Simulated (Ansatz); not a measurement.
**Carrier doping in SnSe2**

Start from SnSe$_{2}$ in the CdI2 type structure (space group P-3m1, No. 164; a = 3.8403 Å, c = 6.0057 Å; layered, stacked along the Cartesian z axis).

Carriers are added at fixed cell with a uniform background; the Fermi–Dirac width is that of 300 K.

Method: PBE-D3(BJ) in Ansatz (plane waves to 420 eV, PAW, no SOC).

Notes on the quantities. Fermi level from band edge: Fermi level relative to the doped band's edge (positive inside the band; to 0.05 eV).

```tsv
case	Fermi level from band edge	gap between the host's bands	largest internal atomic displacement
undoped	–	0.36 eV	–
electrons 5.0×10^21 cm⁻³	?	?	?
electrons 7.0×10^21 cm⁻³	+0.85 eV	0.09 eV	0.073 Å
electrons 1.0×10^22 cm⁻³	–	zero	0.097 Å
holes 5.0×10^21 cm⁻³	+0.35 eV	0.39 eV	0.024 Å
holes 7.0×10^21 cm⁻³	+0.40 eV	0.39 eV	0.036 Å
holes 1.0×10^22 cm⁻³	+0.45 eV	0.38 eV	0.055 Å
```

Q: What belongs in the blanks?

A: 
- electrons 5.0×10^21 cm⁻³, Fermi level from band edge: +0.70 eV
- electrons 5.0×10^21 cm⁻³, gap between the host's bands: 0.18 eV
- electrons 5.0×10^21 cm⁻³, largest internal atomic displacement: 0.051 Å

Charged cell with a jellium background: band edges are those of the host's band count, energies are not comparable with the neutral cell, and many-body gap narrowing is missing. Stability against distortions was not tested. The final runs are not spin-polarised.

Ansatz is a program for electronic structure.
